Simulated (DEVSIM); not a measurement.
Structure: Al0.2Ga0.8As/GaAs n-p heterojunction, at 350 K.

```
layer (left to right)      material  thickness (μm)  Nd (cm⁻³)  Na (cm⁻³)   τn (s)   τp (s)
---------------------  ------------  --------------  ---------  ---------  -------  -------
1                      Al0.2Ga0.8As          0.0820     2.6e17          -  5.7e-10  5.7e-10
2                              GaAs            1.50          -     2.1e15  5.7e-10  5.7e-10
```

Left contact: ohmic. Right contact: ohmic. Voltage is applied to the left contact. Recombination: SRH at mid-gap, radiative, Auger. Mobility is constant in doping.

This is a model device: material constants are rounded textbook-type values typed into the input, and sizes, dopings and lifetimes were drawn at random. Values at 300 K; Nc and Nv go as T^1.5, mobilities as T to minus their exponent, the gap by Varshni's rule with the affinity fixed.

```
parameter         Al0.2Ga0.8As      GaAs
----------------  ------------  --------
gap (eV)                1.6734     1.424
affinity (eV)            3.912      4.07
permittivity             12.33      12.9
Nc (cm⁻³)              6.04e17    4.7e17
Nv (cm⁻³)                 9e18      9e18
μn (cm²/Vs)               4980      8500
μp (cm²/Vs)                250       400
T exponent of μn           2.1       2.1
T exponent of μp           2.2       2.2
B (cm³/s)                2e-10     2e-10
Cn (cm⁶/s)               1e-30     1e-30
Cp (cm⁶/s)               1e-30     1e-30
Varshni α (eV/K)      0.000541  0.000541
Varshni β (K)              204       204
```

Simulated with DEVSIM: 1D drift-diffusion, Boltzmann statistics, complete ionisation; no tunnelling, impact ionisation, image-force lowering or self-heating. Band offsets follow the typed affinities; no thermionic-emission limit at abrupt steps, no polarisation charge.

The minority lifetime in layer 2 was swept, all else fixed.

| minority lifetime in layer 2 (s) | dark forward voltage at 100 A/cm² (V) | dark forward voltage at 1 A/cm² (V) |
|---|---|---|
| 1.7e-11 | 0.940 | 0.733 |
| 5.7e-11 | 0.936 | 0.754 |
| 1.7e-10 | 0.932 | 0.766 |
| 5.7e-10 | 0.930 | 0.773 |
| 1.7e-9 | 0.928 | 0.777 |
| 5.7e-9 | 0.928 | 0.778 |
| 1.7e-8 | 0.927 | 0.779 |

From the first row to the last the dark forward voltage at 100 A/cm² goes from 0.940 to 0.927. From the first row to the last the dark forward voltage at 1 A/cm² goes from 0.733 to 0.779.
